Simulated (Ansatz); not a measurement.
Input and output of a self-consistent single point for TiC (P6_3/mmc, 8 atoms in the cell) (Ansatz, a quantum-chemistry and plane-wave program)

Method: PBE (plane waves, PAW; Ansatz).

The input file:

Ansatz 0.2 input:
```yaml
crystal:
  lattice:
    - [3.200135, 0.000000, 0.000000]
    - [-1.600067, 2.771398, 0.000000]
    - [0.000000, 0.000000, 10.796058]
  atoms:
    - { symbol: Ti, position: [0.333333, 0.666667, 0.125000] }
    - { symbol: Ti, position: [0.666667, 0.333333, 0.625000] }
    - { symbol: Ti, position: [0.666667, 0.333333, 0.875000] }
    - { symbol: Ti, position: [0.333333, 0.666667, 0.375000] }
    - { symbol: C, position: [0.000000, 0.000000, 0.000000] }
    - { symbol: C, position: [0.000000, 0.000000, 0.500000] }
    - { symbol: C, position: [0.333333, 0.666667, 0.750000] }
    - { symbol: C, position: [0.666667, 0.333333, 0.250000] }
basis:
  ecutwfc: 420.0
kpoints:
  mp_grid: { grid: [12, 12, 3] }
hamiltonian:
  xc: pbe
  pseudopotentials: { kind: paw }
scf:
  occupations: { method: fermi_dirac, width: 0.1 }
output:
  forces: true
  eigenvalues: true
  stress: true
```

The program printed (abridged):

```
WARN the atoms were moved onto the symmetric positions of the space group found under crystal.symmetry.tolerance 1.0e-5 (fractional …
WARN ansatz: RAYON_NUM_THREADS=1 ignored (pool sized by the plan → 1); use --threads N
Pseudopotentials: kind: paw
Pseudopotential: Ti, paw, valence charge 12
Pseudopotential: C, paw, valence charge 4
Crystal: 8 atoms, lattice volume = 95.749 Å³
Basis set: ecut = 420 eV, 1897 PW (Γ), exchange–correlation on 48×48×150 points (8 copies of the dense FFT grid, shifted against one another)
Bands: 40, of which v1, the nominal top of the filled ones, is band 32 counted from 1 (31 counted from 0)
Symmetry: 24 space group operations
Space group: P63/mmc (ITA 194), of the structure as read, at distance tolerance 4.6e-5 Å
k-points: 38 of 432
Initial density: superposition of atomic densities (neutral atoms: chi_scale 0, normalization atom), corrected by the library's trained network
Initial wavefunctions: pseudopotential atomic-orbital guess
Eigensolver: davidson
Functional: x = pbe(κ = 0.804, μ = 0.2195149727645171), c = pbe(β = 0.06672455060314922)
SCF iter   1: F=—  HF=-11006.130809 eV  |F-HF|=—  |Δ(HF+E_count)|=         —  Δρ=6.02e-3  dr2=9.32e-2  ethr=1.77e-3  ⟨swp⟩=4.0  Hψ=5573  notcnv=0
all-band conjugate gradients solve this SCF's bands
preconditioner: auto → Kerker (q_TF=auto, 2.551 Å⁻¹)
SCF iter   2: F=—  HF=-11006.119418 eV  |F-HF|=—  |Δ(HF+E_count)|=   1.14e-2  Δρ=2.90e-3  dr2=2.36e-2  ethr=1.46e-4  ⟨swp⟩=1.3  Hψ=1844  notcnv=0
SCF iter   3: F=—  HF=-11006.115181 eV  |F-HF|=—  |Δ(HF+E_count)|=   4.24e-3  Δρ=8.56e-4  dr2=2.60e-3  ethr=3.69e-5  ⟨swp⟩=2.1  Hψ=1840  notcnv=0
SCF iter   4: F=—  HF=-11006.114555 eV  |F-HF|=—  |Δ(HF+E_count)|=   6.26e-4  Δρ=2.30e-4  dr2=5.44e-5  ethr=4.07e-6  ⟨swp⟩=2.0  Hψ=1968  notcnv=0
SCF iter   5: F=—  HF=-11006.114555 eV  |F-HF|=—  |Δ(HF+E_count)|=   5.05e-8  Δρ=6.53e-5  dr2=6.72e-6  ethr=8.51e-8  ⟨swp⟩=2.0  Hψ=2101  notcnv=0
SCF iter   6: F=—  HF=-11006.114555 eV  |F-HF|=—  |Δ(HF+E_count)|=   6.39e-7  Δρ=2.58e-5  dr2=8.04e-7  ethr=1.05e-8  ⟨swp⟩=2.3  Hψ=2302  notcnv=0
SCF iter   7: F=—  HF=-11006.114555 eV  |F-HF|=—  |Δ(HF+E_count)|=   5.50e-8  Δρ=1.07e-5  dr2=1.34e-7  ethr=1.56e-10  ⟨swp⟩=5.8  Hψ=5701  notcnv=0
SCF iter   8: F=-11006.114555 eV  HF=-11006.114555 eV  |F-HF|=6.68e-10  |Δ(HF+E_count)|=   6.48e-9  Δρ=2.37e-6  dr2=4.54e-9  ethr=1.56e-10  ⟨swp⟩=4.2  Hψ=4566  notcnv=0
SCF 1 converged in 8 iterations: F = -11006.114555 eV  dr2 = 4.54e-9
SCF converged after 8 iterations
Free energy (F): -11006.114555 eV
Harris-Foulkes:  -11006.114555 eV  (|F-HF|=6.68e-10)
Internal energy: -11006.058836 eV  (E = F + TS)
E sigma→0 (E₀):  -11006.086695 eV
Entropy (-TS):   -0.055719 eV (-6.965 meV/atom)
Fermi energy:    11.885972 eV
--- Per-component energies (eV) ---
  E_band       = -613.789978
  E_kinetic    = 1416.343451
  E_local      = -3543.176450  (includes V_loc(G=0)·N_el)
  E_nonlocal   = 126.998347
  E_hartree    = 1402.137997
  E_xc         = -578.949370
  E_vxc        = -721.926340  (∫ρ·V_xc dr)
  E_paw        = -4577.787400  (= ΣΔE_a)
  E_vpaw       = -696.304663  (= ΣTr[D̂ρ^β])
  E_aug_tail   = 0.000483  (compensation charges beyond the density's cutoff)
  E_ewald      = -5251.625894
  E_smearing   = -0.055719  (= −TS)
  E_closure    = -0.000000  (closes the sum)
  Σ components = -11006.114555   (vs F -11006.114555, Δ=0.00e0)
--- Forces (eV/Å), atoms counted from 1 ---
  atom   1  Ti    -0.00000000     0.00000000    -1.74718008
  atom   2  Ti     0.00000000    -0.00000000    -1.74718008
  atom   3  Ti     0.00000000    -0.00000000     1.74718008
  atom   4  Ti    -0.00000000     0.00000000     1.74718008
  atom   5  C      0.00000000    -0.00000000     0.00000000
  atom   6  C      0.00000000    -0.00000000    -0.00000000
  atom   7  C      0.00000000     0.00000000     0.00000000
  atom   8  C     -0.00000000    -0.00000000     0.00000000
  max |Σ_I F_I| component: 4.44e-16 eV/Å
--- Stress (GPa, compression-positive) ---
      -25.011670       0.000000       0.000000
        0.000000     -25.011670       0.000000
        0.000000       0.000000     -19.626991
  P = ⅓ Tr σ = -23.2168 GPa (-232.168 kbar)
  The stress holds the Pulay correction. Without it, at fixed plane waves, as pw.x and ABINIT print it: P = -23.4225 GPa
--- Band table (eV; the first three rows and the last of 38) ---
  k-point 0: bands = ["-44.9606", "-44.9458", "-44.9131", "-44.8982", "-21.3692", "-21.2475", "-21.0916", "-21.0916", "-21.0802", "-21.0802", "-21.0535", "-21.0535", "-21.0420", "-21.0420", "-21.0207", "-20.8931", "0.4554", "1.4111", "1.5759", [...]
  k-point 1: bands = ["-44.9576", "-44.9505", "-44.9083", "-44.9012", "-21.3457", "-21.2877", "-21.0893", "-21.0893", "-21.0838", "-21.0838", "-21.0499", "-21.0499", "-21.0443", "-21.0443", "-20.9791", "-20.9181", "0.5787", "0.9345", "2.1738", [...]
  k-point 2: bands = ["-44.9586", "-44.9443", "-44.9112", "-44.8967", "-21.3643", "-21.2470", "-21.1066", "-21.0960", "-21.0953", "-21.0829", "-21.0685", "-21.0590", "-21.0576", "-21.0444", "-21.0134", "-20.8927", "0.5712", "1.4930", "1.6568", [...]
  k-point 37: bands = ["-44.9233", "-44.9233", "-44.8771", "-44.8771", "-21.2741", "-21.2741", "-21.2576", "-21.2418", "-21.2404", "-21.2404", "-21.1972", "-21.1827", "-21.1827", "-21.1812", "-20.9164", "-20.9164", "2.9961", "3.0039", "3.1344", [...]
```

The run converged in 8 iterations.

The starting cell was generated: these elements placed on a structure prototype, without a prior relaxation; it need not be a known phase or ordering of this composition. Its lattice was rescaled by a random factor within 2.5 % of one. Spin polarisation is off. With a pressure of about -23 GPa the cell is away from its equilibrium volume at this level. Forces in this geometry exceed 1 eV/Å. Ansatz's pressure includes its estimate of the finite-basis (Pulay) stress.
